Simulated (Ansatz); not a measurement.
**GaSb in the zinc blende structure (space group F-43m, No. 216)**

GaSb has the cubic space group F-43m (No. 216), the zinc blende structure, Pearson symbol cF8. Lattice parameters: a = 6.1335 Å, b = 6.1335 Å, c = 6.1335 Å, α = 90.00°, β = 90.00°, γ = 90.00°. Sb on 4c has 4 Ga at 2.656 Å (tetrahedral). Ga on 4a is coordinated by 4 Sb at 2.656 Å (tetrahedral). (Neighbours: up to the widest gap in distance over summed covalent radii, below 1.35, at either atom; cation-cation and far metal-metal contacts left out.)
(The calculation used a cell of 2 atoms; values per cell refer to that cell.)

The values are results of r2SCAN/PAW in Ansatz (a quantum-chemistry and plane-wave program), spin-orbit coupling left out, earlier PAW set, not measurements. k-mesh 13×13×13 (Γ-centred); smearing 0.05 eV (Fermi–Dirac).

```yaml
volume_per_atom: 28.84 Å³
density: 5.51 g/cm³
band_gap: 0.41 eV, direct at Γ
electron_mass: 0.023 mₑ
Hole mass (degenerate bands, along [100]): 0.023, 0.26, 0.26 mₑ
Lowest conduction-band minima above the VBM: Γ 0.41 eV; L along ⟨111⟩ 0.68 eV; a point along ⟨100⟩, about 0.9 Å⁻¹ from Γ 1.10 eV
total_energy: -5144.970 eV/atom (σ→0; compares only within this code and set-up)
```

With Sb present, leaving out spin-orbit coupling can change the band edges. Masses are band curvatures over ±0.01 Å⁻¹ around the edge. Stability against distortions was not tested.
